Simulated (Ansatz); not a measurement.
Response to strain in Ta

Start from Ta in the bcc (W type) structure (space group Im-3m, No. 229; relaxed with 0.1 eV smearing).

Ta has the cubic space group Im-3m (No. 229), the bcc (W type) structure, Pearson symbol cI2. Cell: a = b = c = 3.306 Å, α = β = γ = 90.00°. Ta on 2a has 8 Ta at 2.863 Å and 6 Ta at 3.306 Å. (Neighbours: up to the widest gap in distance over summed covalent radii, below 1.35, at either atom.)
(The calculation used a cell of 1 atom; values per cell refer to that cell.)

Strains are applied to the cell and any free atomic positions relax.

Method: r2SCAN/PAW in Ansatz (a program for electronic structure), without spin-orbit coupling.

Notes on the quantities. energy relative to the base: free energy F.

```
variant                    pressure  energy relative to the base  shortest interatomic distance
------------------------  ---------  ---------------------------  -----------------------------
base                        0.0 GPa                   0 meV/atom                        2.863 Å
isotropic strain +0.50 %   -2.9 GPa                +2.5 meV/atom                        2.877 Å
isotropic strain +1.00 %   -5.7 GPa                 +10 meV/atom                        2.892 Å
isotropic strain +1.50 %   -8.3 GPa                 +22 meV/atom                        2.906 Å
isotropic strain +2.00 %  -10.8 GPa                            ?                        2.920 Å
isotropic strain +2.50 %  -13.1 GPa                            ?                        2.935 Å
isotropic strain +3.00 %  -15.2 GPa                 +85 meV/atom                        2.949 Å
```

Complete the table.


- isotropic strain +2.00 %, energy relative to the base: +39 meV/atom
- isotropic strain +2.50 %, energy relative to the base: +60 meV/atom

Stability against distortions was not tested. All final runs are without spin polarisation.
